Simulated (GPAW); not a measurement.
## Equation of state of fluorite-structure CdF2 (space group 225): energy against volume (GPAW, PBE)

```
CdF2
1.0
    0.00000     2.64708     2.64708
    2.64708     0.00000     2.64708
    2.64708     2.64708     0.00000
Cd F
1 2
Direct
  0.00000   0.00000   0.00000
  0.25000   0.25000   0.25000
  0.75000   0.75000   0.75000
```

Computed with PBE, GPAW PAW datasets PBE (gpaw-data 1.0.1) (plane waves; GPAW). Settings: mode = pw; ecut = 1040 eV; xc = PBE; kpts = 10 10 10; mesh shift (steps) = 0 0 0; occupations.name = fermi-dirac; occupations.width = 0.01 eV; nbands = -6; convergence.density = 1e-05 e/electron; convergence.bands = -4; symmetry.symmorphic = false; symmetry.tolerance = 0.0005; maxiter = 100. The cell above is the first row's. The rows scale it uniformly. In all rows fractional positions and the k mesh are held. E is the free energy at the stated smearing, counted from the lowest row.

| V (Å^3/atom) | E (meV/atom) |
|---|---|
| 12.365 | 45.56 |
| 12.634 | 27.81 |
| 12.903 | 14.88 |
| 13.172 | 6.19 |
| 13.441 | 1.39 |
| 13.710 | 0.00 |
| 13.978 | 1.67 |
| 14.247 | 6.11 |
| 14.516 | ? |

The 8 complete rows are fitted with the third-order Birch-Murnaghan form, a cubic in V^(-2/3), E against V. With u = V^(-2/3) - 0.178, the rows have u = 0.009012, 0.006348, 0.003777, 0.001294, -0.001106, -0.003428, -0.005666, -0.007843. Least squares gives E = 3.176 + 1952.22·u + 300617·u² + 512393·u³. Residuals (row less fit): 0.001, -0.004, 0.014, -0.017, 0.006, 0.004, -0.002, 0.001; standard error 0.012 (degrees of freedom: 4). Its minimum lies at u = -0.003274, so V0 = (0.174726)^(-3/2) = 13.69. There d²E/du² = 591200 and d³E/du³ = 3074000, so B0 = (4/9) × 13.69^(-7/3) × 591200 × 0.160218 = 93.9 GPa (the last factor turns the table's units into GPa), and B0' = 4 + (2/3) × 0.174726 × (3074000)/591200 = 4.6. The program's pressures in the fitted runs (not shown) pass through zero at V = 13.56, 0.98 % from this V0.

**Question.** Estimate the missing E (V = 14.516); what did the run itself give?

**Answer.** u = -0.009951, so E = 3.176 + 1952.22 × (-0.009951) + 300617 × (-0.009951)² + 512393 × (-0.009951)³ = 13.012 meV/atom. The calculation gives 12.94 meV/atom, 0.072 meV/atom below the prediction (0.2 % of the range of E in the table). The row lies outside the fitted rows, so this is an extrapolation. From the scatter of the fitted rows alone, a prediction at this place has a standard error of 0.029 meV/atom, so the miss is 2.5 times that.

Carrying the step between the two nearest rows on in a straight line would have given 10.55, off by 2.39; series whose last step already gives the withheld value aren't shown. The scan was laid around a cell of about the measured size, scaled by a guess for this functional. The runs keep the symmetry of the cell, so they don't test it for distortions. Cutoffs and mesh are single choices, not tested for convergence of this quantity. Series with a scatter that would blur these digits, or in which a gap closes, are not shown. Nor are scans whose minimum lies at an end fitted in this form.
